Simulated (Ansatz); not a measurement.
How the lattice parameter c of ZnIn2O4 (model structure, started from the defect chalcopyrite type, I-4, No. 82, 7 atoms in the cell) moves with the method

No measured value is used here.

| level (code) | value (Å) |
|---|---|
| PBE (Ansatz) | 10.095 |
| PBEsol (Ansatz) | ? |
| PBE-D3(BJ) (Ansatz) | 10.084 |

Problem. Some entries are withheld; supply them.

Solution. 
- PBEsol (Ansatz, a program for electronic structure), value (Å): 10.027

Ansatz's density-functional and Hartree–Fock values are scalar-relativistic unless marked +SOC, with PAW data made under PBE.

A model structure was made by putting elements into a prototype or built by hand; it is no filed structure, need not be a known phase, and can be a saddle point held by its symmetry.
